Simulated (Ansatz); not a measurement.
GaSb under load (space group F-43m), r2SCAN with spin-orbit coupling, rigid bands run with Ansatz (a program for electronic structure). Condition of this run: hydrostatic pressure of 3.6 GPa (compression positive) (the target of the relaxation). Band gap 0.63 eV, N_c = 1.33e19 cm⁻³ and N_v = 6.24e18 cm⁻³ at 300 K, conductivity masses of 0.150 mₑ (electrons) and 0.254 mₑ (holes). Take k_BT = 0.02585 eV.

Problem. What thermal injection velocity √(2k_BT/πm) limits a ballistic channel?

Solution. 1.39e7 cm/s for electrons and 1.07e7 cm/s for holes, a ratio of √(m_h/m_e) = 1.30, for dilute carriers.

Problem. A film of it is 5 nm thick. Estimate the confinement energies in an infinite well.

Solution. ħ²π²/(2m t²) = 0.376 eV·nm²/(m/mₑ × t²) gives 100 meV for electrons and 59.2 meV for holes, so the gap would widen to about 0.79 eV. Finite barriers and nonparabolic bands lower this, and with several valleys or bands the heaviest mass along the normal sets the lowest level, not this average.

Problem. Find the intrinsic carrier density and the intrinsic Fermi level.

Solution. n_i = √(N_c N_v) exp(−E_g/2k_BT) = 9.11e18 × exp(−12.18) = 4.7e13 cm⁻³. The level lies (k_BT/2) ln(N_v/N_c) = -10 meV from mid-gap (positive towards the conduction band). Each 0.1 eV added to the gap lowers n_i by a factor of 6.9.

Rigid bands with the computed gap; masses take one relaxation time for all states. Geometry: cell and atoms relaxed with PBEsol.
